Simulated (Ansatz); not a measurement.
**Effect of biaxial strain +1.25 %, plane normal [111], relaxed out of plane on Al**

The reference is Al in the fcc (Cu type) structure (space group Fm-3m, No. 225; a = 4.015 Å; relaxed with 0.1 eV smearing). Axes: x, y, z lie along the cube axes.

The change: tensile biaxial strain of 1.25 % in the plane normal to [111], as in epitaxy on a mismatched substrate; the out-of-plane cell vector and the atoms relax.

Calculations: PBEsol (Ansatz, a first-principles code, PAW, spin-orbit coupling left out). Γ-centred 28×28×28 mesh, Fermi–Dirac width 0.1 eV.

| quantity | base | changed | shift |
|---|---|---|---|
| volume per atom | 16.19 Å³ | 16.39 Å³ | +0.205 Å³ |
| space group | Fm-3m (No. 225) | R-3m (No. 166) | – |
| shortest interatomic distance | 2.839 Å | 2.828 Å | -0.011 Å |
| energy relative to the base (free energy F) | 0 meV/atom | +1.8 meV/atom | +1.8 meV/atom |
| pressure (mean of the normal stresses, compression positive) | 0.0 GPa | -1.0 GPa | -0.95 GPa |
| band gap | zero | zero | – |
| out-of-plane strain | – | -1.22 % | – |
| ratio −ε⊥/ε∥ | – | 0.97 | – |
| mean in-plane stress (compression positive) | – | -1.4 GPa | – |

Final structure (turned so that z lies along the plane normal):

```xyz
1
Lattice="2.8749 0.0000 0.0000 1.4374 2.4897 0.0000 1.4374 -0.8299 2.2901" Properties=species:S:1:pos:R:3 pbc="T T T"
Al     0.0000     0.0000     0.0000
```

No phonon test of stability was made.
